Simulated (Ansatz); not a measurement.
The parent structure is Mo in the bcc (W type) structure (space group Im-3m, No. 229; relaxed with 0.1 eV smearing).

```
CELL_PARAMETERS angstrom
     -1.57548     1.57548     1.57548
      1.57548    -1.57548     1.57548
      1.57548     1.57548    -1.57548
ATOMIC_POSITIONS crystal
  Mo 0.00000 0.00000 0.00000
```

Cartesian axes are those of the cell as printed.

Calculations: r2SCAN (Ansatz, an electronic-structure program, PAW, no spin-orbit coupling).

The change: a pure shear with ε_xy = ε_yx = 0.0200, atoms relaxed at fixed cell.

Q: Predict the stress tensor and what it implies for the stiffness.

A: Stress of the strained cell less that of the base (GPa, compression positive):
```
    0.3    -4.2     0.0
   -4.2     0.3     0.0
    0.0     0.0     0.4
```

Then −Δσ/γ with γ = 2ε = 0.0400 gives secant stiffness values (nonlinear terms included at this strain): C66 ≈ 105 GPa.

As a check, the harmonic strain energy −½ V₀ Δσ:ε is 8.2 meV/atom; the computed energy rise is 8.2 meV/atom.

No phonon test of stability was made. The final runs are not spin-polarised.
